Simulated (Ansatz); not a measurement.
CaO (P6₃/mmc, No. 194, 4 atoms in the cell; start mp-545512; a measured phase of this formula has another space group), treated with r²SCAN (PAW; Ansatz, a first-principles code).

Settings: plane-wave cutoff 560 eV, 12×12×8 k mesh (along the axes of the cell as run), Fermi–Dirac smearing 0.01 eV, scalar-relativistic PAW data made under PBE.

Cell (relaxed with PBEsol):

```xyz
4
Lattice="3.9562 0.0000 0.0000 -1.9781 3.4262 0.0000 0.0000 0.0000 4.7432" Properties=species:S:1:pos:R:3 pbc="T T T"
Ca     0.0000     2.2841     3.5574
Ca     1.9781     1.1421     1.1858
O      0.0000     2.2841     1.1858
O      1.9781     1.1421     3.5574
```

Question: What does this level give for the band gap?

Answer: 
- band gap: 3.70 eV (direct)

Note: cell and atoms aren't relaxed at this level (pressure 1.8 GPa).

A start named mp-… is a Materials Project structure, which need not be a measured phase.
